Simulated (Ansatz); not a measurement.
# RuSi: pressure series

The reference is RuSi (space group P2_13, No. 198; a = 4.705 Å).

Cell and atoms are relaxed at each pressure.

Calculations: r2SCAN, PAW, 500 eV (Ansatz, a program for electronic structure; without spin-orbit coupling).

```tsv
pressure (GPa)	volume per atom (Å³/atom)
-2	13.138
-1	13.077
0	13.017
0.9	12.966
2.1	12.898
4.5	?
9	12.548
30	11.749
```

Task: Fit the third-order Birch–Murnaghan form P(V) = (3B₀/2)[(V₀/V)^(7/3) − (V₀/V)^(5/3)]·[1 + (3/4)(B₀′ − 4)((V₀/V)^(2/3) − 1)] (squares taken in P) to the rows shown and predict the withheld row.

Result: Least squares on the printed values gives V₀ = 13.017 Å³/atom, B₀ = 222 GPa, B₀′ = 5.4; this predicts 12.769 Å³/atom, and the run gives 12.769 Å³/atom, in agreement.

Load acts through the strain it causes; cell and atoms are relaxed under it. Stability against distortions was not tested. No other phases were tried under pressure.
